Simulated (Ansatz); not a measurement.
**Competing hops of interstitial Na in alpha cristobalite, charge state +1**

Defect: interstitial Na in alpha cristobalite, charge state +1. Computed with PBE, PAW (plane waves to 420 eV; Ansatz, an electronic-structure program).

96-site cell at the relaxed PBE lattice, the Γ point alone, smearing 0.01 eV, spin-restricted, no finite-size correction. No zero-point or tunnelling terms. The host's phase is taken as given; its stability against other phases was not computed. The charge state is imposed; whether it is stable for some Fermi level was not computed. Sites that were not tried may lie lower.

Barriers: single points on a 2×2×2 k-point mesh shifted by half a step at the bands' geometries.

```tsv
Route	Start site over the lowest site run (eV)	Hop (Å)	Forward barrier (eV)	Backward barrier (eV)	Neighbours at the start	Neighbours at the saddle	Saddle order	Forward, on the band's own sampling (eV)
several atoms move together, Na the farthest	0.00	3.11	0.43	0.43	2 O at 2.42, 2 O at 2.45, 2 O at 2.60; 2 Si at 3.01, Si at 3.10 Å	2 O at 2.31, O at 2.35, O at 2.39, O at 2.79; Si at 2.92, Si at 2.95, Si at 2.99 Å	not checked	0.42
```

Paths come from nudged elastic bands with a climbing image.
